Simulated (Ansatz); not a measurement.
Consider BAs in the zinc blende structure (space group F-43m, No. 216; a = 4.7839 Å). Axes: x, y, z lie along the cube axes.

Method: r2SCAN in Ansatz (plane waves to 500 eV, PAW, without spin-orbit coupling).

Base values:

The valence-band top at Γ comes out as 0.00, 0.00, 0.00 eV.

It is then changed as follows: uniaxial strain ε_xx = +1.28 %, all other strain components held at zero; the atoms relax in the strained cell.

Problem. Estimate the effect on the stress.

Solution. The stress (xx, yy, zz, yz, xz, xy; compression positive) is (-3.65, -0.80, -0.80, 0.00, 0.00, 0.00) GPa.

Problem. Estimate the effect on the valence-band top at Γ.

Solution. The valence-band top at Γ (three highest levels, from the VBM) goes from 0.00, 0.00, 0.00 eV to 0.00, 0.00, -0.13 eV.

The levels and masses belong to the bands next to the band gap. No phonon test of stability was made.

Ansatz is a first-principles code.
